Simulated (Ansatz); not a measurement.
The reference is InAs in the zinc blende structure (space group F-43m, No. 216).

```yaml
crystal:
  lattice:
    - [0.00000, 3.01303, 3.01303]
    - [3.01303, 0.00000, 3.01303]
    - [3.01303, 3.01303, 0.00000]
  atoms:
    - { symbol: In, position: [0.00000, 0.00000, 0.00000] }
    - { symbol: As, position: [0.25000, 0.25000, 0.25000] }
```

Cartesian axes are those of the cell as printed.

Calculations: Kohn–Sham DFT with the LDA functional, run in Ansatz (a program for electronic structure) with PAW and 420 eV plane waves, scalar-relativistic without spin-orbit coupling.

Modification: every lattice vector is stretched by 2.50 %, atoms relaxed at fixed cell.

Q: Predict the stress tensor and what it implies for the stiffness.

A: Stress of the strained cell less that of the base (GPa, compression positive):
```
   -3.7     0.0     0.0
    0.0    -3.7     0.0
    0.0     0.0    -3.7
```

Then B = −ΔP/(ΔV/V₀) with ΔV/V₀ = 0.0769 gives secant stiffness values (nonlinear terms included at this strain): B ≈ 49 GPa.

As a check, the harmonic strain energy −½ V₀ Δσ:ε is 24 meV/atom; the computed energy rise is 26 meV/atom.

A case with no gap was solved on a k-mesh chosen for an insulator, which is coarse for it. Whether these cells are dynamically stable was not tested. All final runs are without spin polarisation.
